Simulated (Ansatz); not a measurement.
Abridged Ansatz (an electronic-structure program) output:

```
Relaxation: its limit of steps is 60 (relax.max_steps)
Pseudopotential: Al, paw, valence charge 3
Pseudopotential: Ti, paw, valence charge 12
Crystal: 4 atoms, lattice volume = 62.065 Å³
Basis set: ecut = 420 eV, 1203 PW (Γ), exchange–correlation on 72×72×72 points (8 copies of the dense FFT grid, shifted against one another)
Bands: 15, of which v1, the nominal top of the filled ones, is band 11 counted from 1 (10 counted from 0)
Symmetry: 16 space group operations
k-points: 405 of 4913
Functional: x = pbe(κ = 0.804, μ = 0.2195149727645171), c = pbe(β = 0.06672455060314922)
SCF iter   1: F=—  HF=-4113.754813 eV  |F-HF|=—  |Δ(HF+E_count)|=         —  Δρ=3.14e-3  dr2=8.89e-3  ethr=1.77e-3  ⟨swp⟩=5.7  Hψ=35784  notcnv=0
SCF iter   2: F=—  HF=-4113.753639 eV  |F-HF|=—  |Δ(HF+E_count)|=   1.17e-3  Δρ=1.55e-3  dr2=2.08e-3  ethr=4.23e-5  ⟨swp⟩=1.5  Hψ=9673  notcnv=0
SCF 1 converged in 6 iterations: F = -4113.753367 eV  dr2 = 1.84e-9
relax step   1: F+E_penalty+E_count = -4113.75336721 eV  Δ(F+E_penalty+E_count) = +0.000e0 eV  max|allowed force component| = 3.469e-18 eV/Å  Δτ_max = 0.0000 Å  P = +2.985 GPa  Ω = 62.065 Å³  (6 SCF iters, dr2 threshold 1.00e-7 eV, accepted)
[... steps on the carried basis left out ...]
relax step   7: F+E_penalty+E_count = -4113.69303667 eV  Δ(F+E_penalty+E_count) = +3.293e-6 eV  max|allowed force component| = 3.469e-18 eV/Å  Δτ_max = 0.0000 Å  P = +7.000 GPa  Ω = 60.108 Å³  stress off target by 3.05e-4 GPa  SCF on the basis re-selected at this cell (its energy is not comparable with the rows above)  (7 SCF iters)
SCF converged after 7 iterations
Free energy (F): -4113.693037 eV
Internal energy: -4113.679187 eV  (E = F + TS)
E sigma→0 (E₀):  -4113.686112 eV
Entropy (-TS):   -0.013849 eV (-3.462 meV/atom)
Fermi energy:    10.175142 eV
--- Forces (eV/Å), atoms counted from 1 ---
  atom   1  Al    -0.00000000     0.00000000     0.00000000
  atom   2  Al     0.00000000     0.00000000     0.00000000
  atom   3  Al     0.00000000    -0.00000000     0.00000000
  atom   4  Ti     0.00000000     0.00000000    -0.00000000
--- Stress (GPa, compression-positive) ---
        6.999948       0.000000       0.000000
        0.000000       6.999948       0.000000
       -0.000000       0.000000       6.999695
  P = ⅓ Tr σ = 6.9999 GPa (69.999 kbar)
--- Relaxed structure (5 steps of the walk, 5 accepted, 2 SCFs on fresh bases) ---
  cell:  # Å, volume = 60.1078 Å³
    - [-1.8866229129893135, 1.8866229129893135, 4.221831384320547]
    - [1.8866229129893135, -1.8866229129893135, 4.221831384320547]
    - [1.8866229129893135, 1.8866229129893135, -4.221831384320547]
  atoms:
    - { symbol: Al, position: [0.5, 0.5, 9.397768900373735e-34] }
    - { symbol: Al, position: [0.75, 0.24999999999999997, 0.49999999999999994] }
    - { symbol: Al, position: [0.24999999999999997, 0.75, 0.49999999999999994] }
    - { symbol: Ti, position: [7.877312652285937e-36, 9.968515636940536e-34, 1.0047288763463395e-33] }
```

Q: What was computed, and what are the main results?

A: TiAl3, 4 atoms in the cell, with Ansatz PBE, no spin-orbit coupling, from a series relaxed to a target (pressure 7 GPa). The last SCF converged to F = -4113.693037 eV, or -1028.4233 eV per atom, at a pressure of 7.00 GPa. The total energy compares only with runs of the same code, potentials and settings.

Load acts through the strain it causes; cell and atoms are relaxed under it. Whether these cells are dynamically stable was not tested. Competing high-pressure phases were not computed. All final runs are without spin polarisation. The cell was made from TiAl3 (space group I4/mmm, No. 139) by this change: pressure 7 GPa.

Keys are those of Ansatz 0.2.
